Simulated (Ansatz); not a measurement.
Take Hf in the hcp (Mg type) structure (space group P6_3/mmc, No. 194; a = 3.198 Å, c = 5.049 Å; relaxed with 0.1 eV smearing) as the base. Axes: x lies along a and z along c of the hexagonal cell.

Structures relaxed with plane-wave PAW DFT at the r2SCAN level (Ansatz, a quantum-chemistry and plane-wave program, 500 eV), no SOC.

Base:

Simulated powder pattern, Cu Kα1, λ = 1.54056 Å (kinematic, ideal powder, no thermal factors, no anomalous dispersion; the 10 strongest lines at most, above 2 %, up to 2θ = 90°):

```tsv
2θ (°)	I/Imax (%)	hkl
32.29	24	(100)
35.53	25	(002)
36.99	100	(101)
48.77	16	(102)
57.59	19	(110)
64.76	20	(103)
69.53	22	(112)
70.44	16	(201)
78.75	3.9	(202)
84.23	3.4	(104)
```

After one change:

Simulated powder pattern, Cu Kα1, λ = 1.54056 Å (kinematic, ideal powder, no thermal factors, no anomalous dispersion; the 10 strongest lines at most, above 2 %, up to 2θ = 90°):

```
2θ (°)  I/Imax (%)
------  ----------
32.13           24
35.65           24
36.87          100
48.74           15
57.28           19
64.84           20
69.32           22
70.09           16
78.46          3.9
84.42          3.3
```

### Question
Which of these changes matches the shifts?
(A) biaxial strain +3.00 %, plane normal [001], relaxed out of plane
(B) biaxial strain +2.00 %, plane normal [001], relaxed out of plane
(C) biaxial strain +0.50 %, plane normal [001], relaxed out of plane
(D) biaxial strain +1.50 %, plane normal [001], relaxed out of plane

### Answer
C, biaxial strain +0.50 %, plane normal [001], relaxed out of plane. Its volume per atom is 22.52 Å³ against 22.36 Å³, and its space group is P6_3/mmc (No. 194).

Whether these cells are dynamically stable was not tested. All final runs are without spin polarisation.
